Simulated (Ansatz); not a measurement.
System: 1T (CdI2-type) MnBr2. Method: r²SCAN0 (plane waves, PAW; Ansatz, a quantum-chemistry and plane-wave program).

Settings: plane-wave cutoff 520 eV, 9×9×4 k mesh (along the axes of the cell as run), Fermi–Dirac smearing 0.01 eV, spin-polarised with parallel moments, scalar-relativistic PAW data made under PBE.

Computed at the level's own relaxed cell.

Q: Predict the smallest direct gap on the k points sampled, lattice parameter a, band gap and direct gap at Γ.

A: 
- smallest direct gap on the k points sampled = 5.67 eV
- lattice parameter a = 3.883 Å
- band gap = 5.54 eV (indirect)
- direct gap at Γ = 5.68 eV

Note: the magnetic order was assumed, not searched for or taken from measurement; the cell comes from a level without a dispersion term, which matters for the spacing of layers, chains or molecules; the volume lies 9 % above that of the published cell; the cell has widely spaced layers and the level no dispersion term, so their spacing and the moduli can rest on weak binding.

Spin–orbit coupling is not included.

Static lattice: no zero-point or thermal effects.

The result took about 4 core-hours (a rough figure).
